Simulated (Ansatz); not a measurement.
# TiO2: response to strain

The reference is TiO2 in the anatase structure (space group I4_1/amd, No. 141; a = 3.799 Å, c = 9.701 Å). Axes: x, y, z lie along a, b, c of the conventional cell.

Strains are applied to the cell and any free atomic positions relax; under biaxial strain the out-of-plane vector relaxes too.

Computed with Kohn–Sham DFT with the PBE functional, run in Ansatz (an electronic-structure program) with PAW and 420 eV plane waves, without spin-orbit coupling.

Notes on the quantities. energy relative to the base: free energy F.

| biaxial strain, plane normal [001], relaxed out of plane (%) | energy relative to the base (meV/atom) |
|---|---|
| -3 | 16.8 |
| -2.4 | 10.8 |
| -1.8 | ? |
| -1.2 | 2.7 |
| -0.6 | 0.7 |
| 0 | 0.0 |

Task: Fit ΔE = Aε² + Bε³ (ε in %) to the rows shown and predict the withheld row.

Result: Least squares on the printed values gives A = 1.90 and B = 0.011 meV/atom (largest residual 0.0 meV/atom); this predicts 6.1 meV/atom, and the run gives 6.1 meV/atom, in agreement.

Whether these cells are dynamically stable was not tested. All final runs are without spin polarisation.
